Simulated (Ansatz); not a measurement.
**MgTe, response to strain**

Base system: MgTe in the wurtzite structure (space group P6_3mc, No. 186).

```yaml
crystal:
  lattice:
    - [4.60888, 0.00000, 0.00000]
    - [-2.30444, 3.99141, 0.00000]
    - [0.00000, 0.00000, 7.50008]
  atoms:
    - { symbol: Mg, position: [0.33333, 0.66667, 0.99978] }
    - { symbol: Mg, position: [0.66667, 0.33333, 0.49978] }
    - { symbol: Te, position: [0.33333, 0.66667, 0.37622] }
    - { symbol: Te, position: [0.66667, 0.33333, 0.87622] }
```

Cartesian axes are those of the cell as printed.

Strains are applied to the cell and any free atomic positions relax; under biaxial strain the out-of-plane vector relaxes too.

Method: Ansatz (a program for electronic structure) PBE, no spin-orbit coupling.

Notes on the quantities. band gap: an upper bound: an edge found on the path is not a true extremum; the base alone; in-plane stress: mean in-plane stress (compression positive).

| change | ratio −ε⊥/ε∥ | band gap | in-plane stress | shortest interatomic distance |
|---|---|---|---|---|
| base | – | 2.37 eV | – | 2.818 Å |
| biaxial strain −3.00 %, plane normal [001], relaxed out of plane | 0.82 | 2.34 eV | +1.9 GPa | ___ |
| biaxial strain −2.40 %, plane normal [001], relaxed out of plane | 0.82 | 2.36 eV | +1.5 GPa | ___ |
| biaxial strain −1.80 %, plane normal [001], relaxed out of plane | 0.81 | 2.38 eV | +1.1 GPa | ___ |
| biaxial strain −1.20 %, plane normal [001], relaxed out of plane | 0.82 | 2.38 eV | +0.7 GPa | 2.801 Å |
| biaxial strain −0.60 %, plane normal [001], relaxed out of plane | – | 2.38 eV | +0.4 GPa | 2.809 Å |

Task: What belongs in the blanks?

Result: 
- biaxial strain −3.00 %, plane normal [001], relaxed out of plane, shortest interatomic distance: 2.779 Å
- biaxial strain −2.40 %, plane normal [001], relaxed out of plane, shortest interatomic distance: 2.786 Å
- biaxial strain −1.80 %, plane normal [001], relaxed out of plane, shortest interatomic distance: 2.793 Å

With Te present, leaving out spin-orbit coupling can change the band edges. Stability against distortions was not tested.
